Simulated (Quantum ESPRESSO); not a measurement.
Worked example: self-consistent single point of MnO (Fm-3m, 2 atoms in the cell) in Quantum ESPRESSO.

Method: PBE, SSSP 1.1.2 precision (PBE) pseudopotentials (plane waves; Quantum ESPRESSO).

```
MnO
1.0
    0.00000     2.26261     2.26261
    2.26261     0.00000     2.26261
    2.26261     2.26261     0.00000
Mn O
1 1
Direct
  0.00000   0.00000   0.00000
  0.50000   0.50000   0.50000
```
Moments meant for the start (each program seeds them in its own way; μB, in the order of the atoms Mn O): 4.0 0.0.

Reference input (self-consistent single point, DFT, PBE, plane waves, SSSP 1.1.2 precision (PBE) pseudopotentials): ecutwfc = 65 Ry; ecutrho = 520 Ry; occupations = smearing; smearing = marzari-vanderbilt; degauss = 0.0073499 Ry; nspin = 2; potentials = {Mn: mn_pbe_v1.5.uspp.F.UPF, O: O.pbe-n-kjpaw_psl.0.1.UPF}; K_POINTS = automatic 9 9 9 0 0 0; conv_thr = 1e-11 Ry; mixing_beta = 0.4. This run's input differs from it in these lines:

```diff
@@ -19,2 +19,3 @@
    starting_magnetization(1) = 0.267,
+   tot_magnetization = 4,
 /
```

Log, with long lists cut:

```
     Self-consistent Calculation

     iteration #  1     ecut=    65.00 Ry     beta= 0.40

     total energy              =    -252.55739208 Ry
     estimated scf accuracy    <       0.85046749 Ry

     total magnetization       =     4.00 Bohr mag/cell
     absolute magnetization    =     4.00 Bohr mag/cell

     iteration #  2     ecut=    65.00 Ry     beta= 0.40

     total energy              =    -252.73917942 Ry
     estimated scf accuracy    <       0.81434606 Ry

     total magnetization       =     4.00 Bohr mag/cell
     absolute magnetization    =     4.00 Bohr mag/cell

     iteration #  3     ecut=    65.00 Ry     beta= 0.40

   [... lines left out ...]

     iteration # 13     ecut=    65.00 Ry     beta= 0.40

     negative rho (up, down):  0.000E+00 8.536E-05

     total energy              =    -252.88657325 Ry
     estimated scf accuracy    <          2.3E-11 Ry

     total magnetization       =     4.00 Bohr mag/cell
     absolute magnetization    =     4.01 Bohr mag/cell

     iteration # 14     ecut=    65.00 Ry     beta= 0.40

     negative rho (up, down):  0.000E+00 8.536E-05

     Magnetic moment per site  (integrated on atomic sphere of radius R)
     atom   1 (R=0.292)  charge= 12.6516  magn=  3.5760
     atom   2 (R=0.292)  charge=  5.9382  magn=  0.0645
     End of self-consistent calculation

     the spin up/dw Fermi energies are    11.8669   12.9634 ev

!    total energy              =    -252.88657325 Ry
     estimated scf accuracy    <          4.6E-13 Ry
     smearing contrib. (-TS)   =      -0.00015493 Ry
     internal energy E=F+TS    =    -252.88641832 Ry

     total magnetization       =     4.00 Bohr mag/cell
     absolute magnetization    =     4.01 Bohr mag/cell

     convergence has been achieved in  14 iterations

     negative rho (up, down):  0.000E+00 8.536E-05

     Forces acting on atoms (cartesian axes, Ry/au):

     atom    1 type  1   force =     0.00000000    0.00000000    0.00000000
     atom    2 type  2   force =    -0.00000000   -0.00000000   -0.00000000

     Total force =     0.000000     Total SCF correction =     0.000000

     negative rho (up, down):  0.000E+00 8.536E-05
          total   stress  (Ry/bohr**3)                   (kbar)     P=     -187.07
  -0.00127169   0.00000000   0.00000000         -187.07        0.00        0.00
   0.00000000  -0.00127169   0.00000000            0.00     -187.07        0.00
   0.00000000   0.00000000  -0.00127169            0.00        0.00     -187.07

   JOB DONE.
```

The run converged in 14 iterations. Against the reference run the free energy goes up by 157 meV/atom, the pressure goes from -6.25 to -18.71 GPa and the size of the net moment goes from 2.44 to 2.00 μB/atom.

The starting cell comes from a database of computed structures (which also holds hypothetical and non-ambient phases and stackings), without a prior relaxation at this level. Its lattice was rescaled by a random factor within 2.5 % of one. The moment is imposed by the input (tot_magnetization), so the state need not be the ground state. With one magnetic atom in the cell only a parallel order is possible. With a pressure of about -19 GPa the cell is away from its equilibrium volume at this level.

Cost on one core of a shared machine: roughly 60 s.
